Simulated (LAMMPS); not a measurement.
CdTe (zinc blende) at 200 K and zero pressure, started from the crystal, with several potentials, in cells of their own sizes.

Interatomic potentials used:
- CdTe.sw: classical MD, pair style sw, file CdTe.sw (LAMMPS); Wang, Stroud and Markworth, Phys Rev B, 40, 3129 (1989).
- CdTeZnSeHgS0.sw: classical MD, pair style sw, file CdTeZnSeHgS0.sw (LAMMPS); Zhou, Ward, Martin, van Swol, Cruz-Campa, and D. Zubia, Phys. Rev. B, 88, 085309 (2013).
- bond-order CdTe.bop.table: classical MD, pair style bop, file CdTe.bop.table (LAMMPS); Ward, Zhou, Wong, Doty, and Zimmerman, Phys Rev B, 85, 115206 (2012)
- bond-order CdTeSe.bop.table: classical MD, pair style bop, file CdTeSe.bop.table (LAMMPS); Zhou, Foster, van Swol, Martin, and Wong, J. Phys. Chem., 118, 20661 (2014)
- bond-order CdZnTe_v2.bop.table: classical MD, pair style bop, file CdZnTe_v2.bop.table (LAMMPS); Ward, Zhou, Wong, and Doty, J. Mol. Model., 19, 5469 (2013)

| potential | state | volume | first peak of g(r), Cd-Te | coordination number of Cd by Te | mean phonon frequency | rough cost (ms per atom and simulated ps) |
|---|---|---|---|---|---|---|
| bond-order CdTe.bop.table | crystal; no diffusion seen in 15 ps | 39.997 ± 0.004 Å³/atom | 2.96 Å, height 18.6 | 4.00 (counted to 3.98 Å) | 3.7 THz | 3 to 10 |
| bond-order CdTeSe.bop.table | crystal; no diffusion seen in 15 ps | 34.262 ± 0.004 Å³/atom | 2.81 Å, height 17.0 | 4.00 (counted to 3.86 Å) | 3.7 THz | 3 to 10 |
| bond-order CdZnTe_v2.bop.table | crystal; no diffusion seen in 15 ps | 34.272 ± 0.003 Å³/atom | 2.81 Å, height 17.7 | 4.00 (counted to 3.86 Å) | 3.7 THz | 3 to 10 |
| CdTe.sw | crystal; no diffusion seen in 30 ps | 34.6268 ± 0.0002 Å³/atom | 2.82 Å, height 16.6 | 4.00 (counted to 3.90 Å) | 3.3 THz | 0.3 to 1 |
| CdTeZnSeHgS0.sw | crystal; no diffusion seen in 30 ps | 34.1224 ± 0.0002 Å³/atom | 2.81 Å, height 19.2 | 4.00 (counted to 3.86 Å) | 3.9 THz | 0.3 to 1 |

Costs are rough: whole-run CPU time with set-up and analysis, from shared machines, in bands a factor of about three wide.

Caution: with bond-order CdTe.bop.table the 0 K volume of this crystal is 17 % off the measured one.

States go by the mean squared displacement: a species diffuses where it passes 1.5 Å², still rises and gives D over 1e-6 cm²/s; a crystal has left its structure where atoms lie 0.35 Å off their sites on average or a cubic box changes its shape by 3 %, or the axial ratios of another lie 8 % off the starting cell's, which the potential's own relaxation can also do.

Errors shown are sampling errors alone.
